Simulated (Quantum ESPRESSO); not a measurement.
Effort and miss along a sweep of K_POINTS: LaMg (Pm-3m, 2 atoms in the cell)

```
CELL_PARAMETERS angstrom
      4.05071     0.00000     0.00000
      0.00000     4.05071     0.00000
      0.00000     0.00000     4.05071
ATOMIC_POSITIONS crystal
  La 0.50000 0.50000 0.50000
  Mg 0.00000 0.00000 0.00000
```

Level of theory: PBEsol, PseudoDojo standard norm-conserving (PBESOL) pseudopotentials (plane waves; Quantum ESPRESSO).

Base settings: ecutwfc = 110 Ry; occupations = smearing; smearing = mp; degauss = 0.0073499 Ry; potentials = {La: La.upf, Mg: Mg.upf}; K_POINTS = automatic 8 8 8 0 0 0; conv_thr = 1e-10 Ry; mixing_beta = 0.5.

Misses are taken against the tightest run, automatic 11 11 11 0 0 0, which need not be fully converged itself. The energy is the free energy per atom.

The count of work is k-points × plane waves × bands × iterations; it is no time, and leaves out set-up, grids and terms that scale otherwise. Core times come from one kind of shared machine and are given to one figure; runs under 30 s give none.

The starting cell comes from a database of computed structures (which also holds hypothetical and non-ambient phases and stackings), without a prior relaxation at this level. Its lattice was rescaled by a random factor within 2.5 % of one. In the base run, with a pressure of about -3 GPa the cell is away from its equilibrium volume at this level.

The runs (K_POINTS): automatic 1 1 1 0 0 0 | automatic 2 2 2 0 0 0 | automatic 3 3 3 0 0 0 | automatic 4 4 4 0 0 0 | automatic 5 5 5 0 0 0 | automatic 6 6 6 0 0 0 | automatic 7 7 7 0 0 0 | automatic 8 8 8 0 0 0 | automatic 9 9 9 0 0 0 | automatic 11 11 11 0 0 0.

Task: Which is the coarsest setting among those run that, with all tighter ones, holds the energy within 20 meV/atom of the reference, and what does it save?

Result: automatic 4 4 4 0 0 0, off by 2.1 meV/atom; it needs 0.18 of the reference's count of work.

Task: For at most 0.1 times the reference's count of work, which run misses the energy least?

Result: automatic 2 2 2 0 0 0, with a miss of 67 meV/atom at a count of 0.087.

Task: What does the step from automatic 1 1 1 0 0 0 to automatic 3 3 3 0 0 0 buy?

Result: It takes the miss in the energy from 900 to 100 meV/atom, for 4.0 times the count of work.

| K_POINTS | energy less reference (meV/atom) | pressure less reference (GPa) | count of work / reference | core time / reference (rough) |
|---|---|---|---|---|
| automatic 1 1 1 0 0 0 | -900.95 | -5.67 | 0.018 | – |
| automatic 2 2 2 0 0 0 | -67.42 | -1.27 | 0.087 | – |
| automatic 3 3 3 0 0 0 | -101.36 | -1.76 | 0.072 | – |
| automatic 4 4 4 0 0 0 | -2.09 | -0.53 | 0.18 | – |
| automatic 5 5 5 0 0 0 | 4.17 | -0.06 | 0.20 | – |
| automatic 6 6 6 0 0 0 | 7.34 | 0.33 | 0.32 | – |
| automatic 7 7 7 0 0 0 | 9.41 | 0.22 | 0.32 | – |
| automatic 8 8 8 0 0 0 | 9.08 | 0.11 | 0.70 | 0.6 |
| automatic 9 9 9 0 0 0 | 4.68 | 0.09 | 0.56 | 0.6 |
| automatic 11 11 11 0 0 0 | 0.00 | 0.00 | 1.0 | 1 |

The last two settings still differ by 4.7 meV/atom, so the table cannot show that the reference is converged.

Left out of this page: 3 runs of the series outside the window shown, repeating another row's setting, or not comparable.
